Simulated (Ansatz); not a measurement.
Consider PbTe in the rock salt structure (space group Fm-3m, No. 225; a = 6.380 Å). Axes: x, y, z lie along the cube axes.

Method: DFT with LDA, PAW potentials and a 420 eV plane-wave cutoff in Ansatz (a program for electronic structure), scalar-relativistic without spin-orbit coupling.

Before the change:

The band gap is 0.57 eV and the hole mass comes out as 0.33 mₑ along k, 0.065 mₑ across (at L).

One thing is altered: a pure shear with ε_xy = ε_yx = 0.0057, atoms relaxed at fixed cell.

**Question.** How does this affect the stress?

**Answer.** The stress (xx, yy, zz, yz, xz, xy; compression positive) is (0.00, 0.00, 0.00, 0.00, 0.00, -0.18) GPa.

**Question.** Predict the new band gap.

**Answer.** The band gap falls by 0.06 eV to 0.51 eV.

**Question.** What does the calculation give for the hole mass after the change?

**Answer.** The hole mass goes from 0.33 mₑ along k, 0.065 mₑ across (at L) to 0.32 mₑ along k, 0.065 mₑ across (at L).

With Pb and Te present, leaving out spin-orbit coupling can change the band edges. The cells carry an imposed strain or load. Masses are band curvatures over ±0.01 Å⁻¹ around the edge. Along k means along the line from Γ to the band edge. Stability against distortions was not tested.
